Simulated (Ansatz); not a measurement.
Ag (Fm-3m), PBEsol, DFPT electron-phonon coupling, linearised Boltzmann equation (Ansatz, an electronic-structure program): phonon-limited resistivity 1.64 μΩ·cm at 300 K, 2.21 μΩ·cm at 400 K, current-weighted mean free path 52 nm, Drude plasma energy 9.20 eV.

Q: What temperature coefficient of resistance follows, and how does it compare with 1/T?

A: (ρ₄₀₀ − ρ₃₀₀)/(100 K × ρ₃₀₀) = 3.48×10⁻³ K⁻¹, against 1/T = 3.33×10⁻³ K⁻¹ for a resistivity proportional to T. It lies higher because phonons are still being populated at 300 K; impurities would add a constant and lower it.

Q: What is the classical skin depth at 1 GHz (nonmagnetic, μ₀ = 1.257×10⁻⁶ H/m)?

A: δ = √(ρ/(π f μ₀)) = 2040 nm.

Q: What Drude relaxation time do resistivity and plasma energy imply?

A: ω_p = 1.40e16 s⁻¹, so τ = 1/(ε₀ ω_p² ρ) = 35.3 fs, a damping ħ/τ of 18.7 meV.

A metal at this level (no band gap). Only scattering by harmonic phonons is included (no impurities, grain boundaries, electron-electron scattering or thermal expansion). Spin-orbit coupling is left out. Halving the electron mesh (36x36x36) moves the resistivity by up to 1 % at 300 K, the mean free path by up to 2 %. Smearing 0.20 eV; phonons on a 6x6x6 q mesh, which this run doesn't test.
